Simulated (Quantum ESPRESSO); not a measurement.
Troubleshooting Quantum ESPRESSO: a failed run on Nb5Si6Mo5 (Cm, 16 atoms in the cell). The aim is a self-consistent single point with DFT, PBEsol, plane waves, GBRV 1.5 ultrasoft (PBESOL) pseudopotentials.

The input file:

```fortran
&control
    calculation = 'scf'
    prefix = 'scf'
    outdir = './out'
    pseudo_dir = './'
    tprnfor = .true.
    tstress = .true.
/
&system
    ibrav = 0
    nat = 16
    ntyp = 3
    ecutwfc = 40
    ecutrho = 320
    occupations = 'smearing'
    smearing = 'mp'
    degauss = 0.0073499
/
&electrons
    conv_thr = 1e-10
    mixing_beta = 0.7
/
ATOMIC_SPECIES
Nb    92.9064  nb_pbesol_v1.uspp.F.UPF
Si    28.0850  si_pbesol_v1.uspp.F.UPF
Mo    95.9500  MO_PBESOL_V1.USPP.f.upf
ATOMIC_POSITIONS alat
Nb    0.1399942164    0.0000000000    0.6603222478
Nb   -0.6551049818    0.0000000000    0.8032380613
Nb    1.5980882288    0.0000000000    0.1392271778
Nb    0.4714982885    0.1707099077    0.4705927542
Nb    0.4714982885   -0.1707099077    0.4705927542
Si    0.9389675240   -0.1692024602    0.0031240486
Si    0.9389675240    0.1692024602    0.0031240486
Si   -0.1501983834    0.0000000000    0.4688237146
Si    1.0912631369    0.0000000000    0.4668570696
Si    0.4737009878    0.0000000000    0.1546498153
Si    0.4742047944    0.0000000000    0.7870438214
Mo    1.2201426329    0.0000000000    0.1368747316
Mo   -0.2710011134    0.0000000000    0.8014219728
Mo    0.8053467213    0.0000000000    0.6621289265
Mo    0.1385043181    0.0000000000    0.2766288574
Mo    0.8026884577    0.0000000000    0.2821994501
K_POINTS automatic
4 4 3  0 0 0
CELL_PARAMETERS angstrom
   6.9546600000    -2.5231750000     0.0000000000
   6.9546600000     2.5231750000     0.0000000000
  -6.9248990000     0.0000000000     6.9615690000
```

Output, abridged:

```
 %%%%%%%%%%%%%%%%%%%%%%%%%%%%%%%%%%%%%%%%%%%%%%%%%%%%%%%%%%%%%%%%%%%%%%%%%%%%%%
     Error in routine readpp (1):
     file ./MO_PBESOL_V1.USPP.f.upf not found
 %%%%%%%%%%%%%%%%%%%%%%%%%%%%%%%%%%%%%%%%%%%%%%%%%%%%%%%%%%%%%%%%%%%%%%%%%%%%%%

     stopping ...
```

**Question.** From the messages shown, name the fault and mend the input.

**Answer.** The fault is a potential or basis that cannot be found. The input names a file or set that is not where the program looks, or that does not exist under that name. To fix it, correct the name or place the file. The program stopped before any SCF iteration.

An input that runs soundly differs in these lines (not the only fix; some lines may just follow from the change or write a value another way):
```diff
-Mo    95.9500  MO_PBESOL_V1.USPP.f.upf
+Mo    95.9500  mo_pbesol_v1.uspp.F.UPF
```

With that input, the run converged in 29 iterations: free energy E − TS -18290.6986 eV; Fermi level (on the code's own zero) 17.19 eV; pressure -6.56 GPa; largest force (vector length) 0.222 eV/Å (DFT, PBEsol, plane waves, GBRV 1.5 ultrasoft (PBESOL) pseudopotentials).

On the sound input: the starting cell comes from a database of computed structures (which also holds hypothetical and non-ambient phases and stackings), without a prior relaxation at this level. Spin polarisation is off. With a pressure of about -7 GPa the cell is away from its equilibrium volume at this level.
